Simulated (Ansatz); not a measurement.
# How the equilibrium volume per atom of GeS2 (model structure, started from the 2H-MoS2 type, P6₃/mmc, No. 194, 6 atoms in the cell) moves with the method

No measured value is used here.

```csv
level (code),value (Å³/atom)
PBE (Ansatz),19.04
PBEsol (Ansatz),…
PBE-D3(BJ) (Ansatz),18.01
```

Question: What belongs in the gaps?

Answer: 
- PBEsol (Ansatz, a quantum-chemistry and plane-wave program), value (Å³/atom): 17.79

Ansatz's density-functional and Hartree–Fock values are scalar-relativistic unless marked +SOC, with PAW data made under PBE.

A model structure was made by putting elements into a prototype or built by hand; it is no filed structure, need not be a known phase, and can be a saddle point held by its symmetry.
